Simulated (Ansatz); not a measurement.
**MgS: energy against volume**

MgS (rock salt, Fm-3m, 17.394 Å³/atom and stress up to 0.01 GPa in the relaxed cell, cube axes along x, y and z) under an equal strain ε along all three axes. PBEsol in Ansatz, a plane-wave DFT program (PAW, default set), 420 eV, 11×11×11 Γ-centred mesh, Fermi-Dirac smearing 0.05 eV; ions are relaxed, or left where forces stay under 0.02 eV/Å, within the symmetry of each cell.

Here V stands for volume and E for E less E0.

```
volume (Å³/atom)  E less E0 (meV/atom)  pressure (GPa)
----------------  --------------------  --------------
15.8752                              ?               ?
16.3712                          16.24            5.35
16.6231                           8.99            3.88
16.8775                           3.93            2.50
17.1345                           0.97            1.21
17.3941                           0.00            0.00
17.6563                           0.94           -1.13
17.9212                           3.70           -2.19
18.1887                           8.20           -3.19
18.4588                          14.37           -4.11
```

The 9 complete rows are fitted with the third-order Birch-Murnaghan form, a cubic in V^(-2/3), E against V. With u = V^(-2/3) - 0.149, the rows have u = 0.006100, 0.004530, 0.002983, 0.001459, -0.000041, -0.001520, -0.002977, -0.004412, -0.005826. Least squares gives E = -0.001 + 35.4·u + 429987·u² + 101263·u³. Residuals (row less fit): 0.002, -0.002, -0.003, 0.004, 0.002, 0.002, -0.002, -0.004, 0.003; standard error 0.004 (degrees of freedom: 5). Its minimum lies at u = -0.000041, so V0 = (0.148959)^(-3/2) = 17.39. There d²E/du² = 859900 and d³E/du³ = 607600, so B0 = (4/9) × 17.39^(-7/3) × 859900 × 0.160218 = 78.1 GPa (the last factor turns the table's units into GPa), and B0' = 4 + (2/3) × 0.148959 × (607600)/859900 = 4.1. B0' rests on the cubic coefficient alone and has a standard error of 0.1 from these residuals.

Question: Estimate the missing E (V = 15.8752); what did the run itself give?

Answer: u = 0.009314, so E = -0.001 + 35.4 × 0.009314 + 429987 × 0.009314² + 101263 × 0.009314³ = 37.712 meV/atom. The calculation gives 37.70 meV/atom, 0.012 meV/atom below the prediction (0.0 % of the range of E in the table). The row lies outside the fitted rows, so this is an extrapolation. The scatter of the fitted rows lies at the last printed digit.

Other structures, which can take over under pressure, weren't tried. The same form fitted to the pressure column gives B0' = 4.1; series where the two differ by over 0.4 aren't shown. Rows are the converged runs of the series near zero and its far end, less any whose ions stayed unrelaxed beside relaxed ones; series whose fitted rows scatter by over a few per cent of the range, as at a crossing or softening among them, aren't shown in this form.
